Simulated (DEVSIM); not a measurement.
Structure: Pd/SiO2/n-Si capacitor, at 300 K.

Layer 1 from the left is SiO2, thickness (nm) 7.20. Layer 2 from the left is Si, thickness (nm) 14000, Nd (cm⁻³) 1.6e15.

Metal gate on the left, work function 5.2 eV. Fixed charge at the semiconductor interface 1.2e11 cm⁻² (in units of +e); no interface traps.

Constants are typed, rounded textbook-type inputs, not results; the design itself was drawn at random and stands for no fabricated device. Values at 300 K.

SiO2: gap (eV) 9, affinity (eV) 0.9, permittivity 3.9. Si: gap (eV) 1.124, affinity (eV) 4.05, permittivity 11.7, Nc (cm⁻³) 2.86e19, Nv (cm⁻³) 3.1e19.

DEVSIM, 1D Poisson equation in equilibrium, Boltzmann statistics, complete ionisation; no quantum confinement or tunnelling. Metal contacts follow the ideal Schottky-Mott rule: no Fermi-level pinning, no interface dipoles.

Task: What does the simulation give for the flat-band voltage, the minimum of the low-frequency capacitance, the threshold voltage (band bending 2φF)?

Result: flat-band voltage 0.86 V; minimum of the low-frequency capacitance 0.0162 μF/cm²; threshold voltage (band bending 2φF) 0.20 V.
